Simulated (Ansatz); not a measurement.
Base system: Y in the hcp (Mg type) structure (space group P6_3/mmc, No. 194; a = 3.5943 Å, c = 5.6099 Å; relaxed with 0.1 eV smearing). Axes: x lies along a and z along c of the hexagonal cell.

Method: PBEsol in Ansatz (plane waves to 420 eV, PAW, no SOC).

Base values:

```
Property                        Result
-----------------------------  -------
Shortest interatomic distance  3.489 Å
Pressure                       0.0 GPa
```

Now apply this change: uniaxial strain ε_yy = +0.90 %, all other strain components held at zero, atoms relaxed at fixed cell.

Q: What does the calculation give for the energy relative to the base, shortest interatomic distance and pressure after the change?

A: The energy rises by 0.6 meV/atom; the shortest interatomic distance goes up by 0.004 Å (3.489 Å → 3.493 Å); the pressure (mean of the normal stresses, compression positive) goes from zero to -0.4 GPa.

Whether these cells are dynamically stable was not tested. All final runs are without spin polarisation.

Ansatz is an electronic-structure program.
